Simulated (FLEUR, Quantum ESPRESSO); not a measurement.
A FLEUR input for a self-consistent single point of MnGa4 (Im-3m, 5 atoms in the cell) (DFT, PBEsol, all-electron FLAPW (FLEUR), scalar-relativistic valence):

Input of the input generator:

```
scf MnGa4
&input film=f /
-5.2380657044 5.2380657044 5.2380657044
5.2380657044 -5.2380657044 5.2380657044
5.2380657044 5.2380657044 -5.2380657044
1.0
1.0 1.0 1.0

5
25 0.0000000000 0.0000000000 0.0000000000 : 4.00
31 0.0000000000 0.0000000000 0.5000000000 : 0.00
31 0.0000000000 0.5000000000 0.0000000000 : 0.00
31 0.5000000000 0.5000000000 0.5000000000 : 0.00
31 0.5000000000 0.0000000000 0.0000000000 : 0.00

&comp jspins=2 /
&exco xctyp='PBEs' /
&kpt div1=6 div2=6 div3=6 gamma=t /
&end /
```

```xml
<?xml version="1.0" encoding="UTF-8" standalone="no"?>
<fleurInput fleurInputVersion="0.39">
   <comment>
      scf MnGa4                                                                                           
   </comment>
   <calculationSetup>
      <cutoffs Kmax="3.8" Gmax="15.2" GmaxXC="15.2" numbands="0"/>
      <scfLoop itmax="60" minDistance="0.00001" maxIterBroyd="99" imix="Anderson" alpha="0.05" precondParam="0.0" spinf="2.0"/>
      <coreElectrons ctail="T" frcor="F" kcrel="0" coretail_lmax="0"/>
      <xcFunctional name="PBEs" relativisticCorrections="F"/>
      <magnetism jspins="2"/>
      <soc l_soc="F" theta="0.0" phi="0.0" spav="F"/>
      <expertModes spex="0" secvar="F"/>
      <geometryOptimization l_f="T" forcealpha="1.0" forcemix="BFGS" epsdisp="0.00001" epsforce="0.00001"/>
      <ldaU l_linMix="F" mixParam="0.05" spinf="1.0"/>
   </calculationSetup>
   <cell>
      <bzIntegration valenceElectrons="67.0" mode="hist" fermiSmearingEnergy="0.00367493">
         <kPointListSelection listName="default-1"/>
         <!-- k-points included here -->
         <xi:include xmlns:xi="http://www.w3.org/2001/XInclude" href="kpts.xml"> </xi:include>
      </bzIntegration>
      <!-- symmetry operations included here -->
      <xi:include xmlns:xi="http://www.w3.org/2001/XInclude" href="sym.xml"> </xi:include>
      <bulkLattice scale="1.0">
         <bravaisMatrix>
            <row-1>   -5.2380657044000003     5.2380657044000003     5.2380657044000003</row-1>
            <row-2>    5.2380657044000003    -5.2380657044000003     5.2380657044000003</row-2>
            <row-3>    5.2380657044000003     5.2380657044000003    -5.2380657044000003</row-3>
         </bravaisMatrix>
      </bulkLattice>
   </cell>
   <atomSpecies>
      <species name="Manganese 4.000" element="Mn" atomicNumber="25">
         <mtSphere radius="2.12" gridPoints="731" logIncrement="0.017"/>
         <atomicCutoffs lmax="8" lnonsphr="6"/>
         <electronConfig flipSpins="F">
            <coreConfig>(1s1/2) (2s1/2) (2p1/2) (2p3/2)</coreConfig>
            <valenceConfig>(3s1/2) (3p1/2) (3p3/2) (4s1/2) (3d3/2) (3d5/2)</valenceConfig>
            <stateOccupation state="(3d3/2)" spinUp="1.5" spinDown="0.5"/>
            <stateOccupation state="(3d5/2)" spinUp="3.0" spinDown="0.0"/>
         </electronConfig>
         <energyParameters s="4" p="4" d="3" f="4"/>
         <lo type="SCLO" l="0" n="3" eDeriv="0"/>
         <lo type="SCLO" l="1" n="3" eDeriv="0"/>
      </species>
      <species name="Gallium (Ga)" element="Ga" atomicNumber="31">
         <mtSphere radius="2.12" gridPoints="731" logIncrement="0.017"/>
         <atomicCutoffs lmax="8" lnonsphr="6"/>
         <electronConfig flipSpins="F">
            <coreConfig>(1s1/2) (2s1/2) (2p1/2) (2p3/2) (3s1/2) (3p1/2) (3p3/2)</coreConfig>
            <valenceConfig>(4s1/2) (3d3/2) (3d5/2) (4p1/2) (4p3/2)</valenceConfig>
            <stateOccupation state="(4p1/2)" spinUp="0.1666666667" spinDown="0.1666666667"/>
            <stateOccupation state="(4p3/2)" spinUp="0.3333333333" spinDown="0.3333333333"/>
         </electronConfig>
         <energyParameters s="4" p="4" d="3" f="4"/>
         <lo type="HELO" l="2" n="4" eDeriv="0"/>
      </species>
   </atomSpecies>
   <atomGroups>
      <atomGroup species="Manganese 4.000">
         <relPos label="                   1">.0000000000 .0000000000 .0000000000</relPos>
         <force calculate="T" relaxXYZ="TTT"/>
      </atomGroup>
      <atomGroup species="Gallium (Ga)">
         <relPos label="                   2">.0000000000 .0000000000 1.000/2.000</relPos>
         <relPos label="                   3">.0000000000 1.000/2.000 .0000000000</relPos>
         <relPos label="                   4">1.000/2.000 1.000/2.000 1.000/2.000</relPos>
         <relPos label="                   5">1.000/2.000 .0000000000 .0000000000</relPos>
         <force calculate="T" relaxXYZ="TTT"/>
      </atomGroup>
   </atomGroups>
   <output dos="F" band="F" slice="F">
      <checks vchk="F" cdinf="F"/>
      <bandDOS minEnergy="-.5*Htr" maxEnergy="0.5*Htr" sigma="0.015" storeEVData="T"/>
      <vacuumDOS vacdos="F" integ="F" star="F" nstars="0" locx1="0.0" locy1="0.0" locx2="0.0" locy2="0.0" nstm="0" tworkf="0.0"/>
      <unfoldingBand unfoldBand="F" supercellX="1" supercellY="1" supercellZ="1"/>
      <plotting iplot="0" polar="F">
         <plot TwoD="T" vec1="  1.0  0.0  0.0" vec2="  0.0  1.0  0.0" vec3="  0.0  0.0  1.0" zero="  0.0  0.0  0.0" file="plot"/>
      </plotting>
      <chargeDensitySlicing numkpt="0" minEigenval="0.0" maxEigenval="0.0" nnne="0" pallst="F"/>
      <specialOutput eonly="F"/>
      <magneticCircularDichroism mcd="F" energyLo="-10.0" energyUp="0.0"/>
   </output>
  <!-- We include the file relax.xml here to enable relaxations (see documentation) -->
  <xi:include xmlns:xi="http://www.w3.org/2001/XInclude" href="relax.xml"> <xi:fallback/> </xi:include>
</fleurInput>
```

Give the Quantum ESPRESSO input for the same structure, mesh, smearing and functional.

One input that does it (others would too):

```fortran
&control
 calculation = 'scf'
 prefix = 'MnGa4'
 outdir = './tmp'
 pseudo_dir = './'
 tprnfor = .true.
 tstress = .true.
/
&system
 ibrav = 0
 nat = 5
 ntyp = 2
 ecutwfc = 100
 occupations = 'smearing'
 smearing = 'fd'
 degauss = 0.0073499
 nspin = 2
 starting_magnetization(1) = 0.267
/
&electrons
 conv_thr = 1.0e-11
 mixing_beta = 0.4
/
ATOMIC_SPECIES
Mn    54.9380  Mn.upf
Ga    69.7230  Ga.upf
ATOMIC_POSITIONS crystal
Mn    0.000000000    0.000000000    0.000000000
Ga    0.000000000    0.000000000    0.500000000
Ga    0.000000000    0.500000000    0.000000000
Ga    0.500000000    0.500000000    0.500000000
Ga    0.500000000    0.000000000    0.000000000
K_POINTS automatic
6 6 6  0 0 0
CELL_PARAMETERS angstrom
  -2.771865000     2.771865000     2.771865000
   2.771865000    -2.771865000     2.771865000
   2.771865000     2.771865000    -2.771865000
```

Basis settings and potentials, where a program has them, do not carry over. This input uses DFT, PBEsol, plane waves, PseudoDojo standard norm-conserving (PBESOL) pseudopotentials. Both were run: size of the net moment 0.08 μB/atom in FLEUR and 0.09 in Quantum ESPRESSO.

On FLEUR: the starting cell comes from a database of computed structures (which also holds hypothetical and non-ambient phases and stackings), without a prior relaxation at this level. The moments shrank to a small part of their start, a low-spin state that need not be the lowest. Values depend on the basis (sphere radii, cutoffs, local orbitals), which need not be converged.

On Quantum ESPRESSO: the starting cell comes from a database of computed structures (which also holds hypothetical and non-ambient phases and stackings), without a prior relaxation at this level. The moments shrank to a small part of their start, a low-spin state that need not be the lowest.
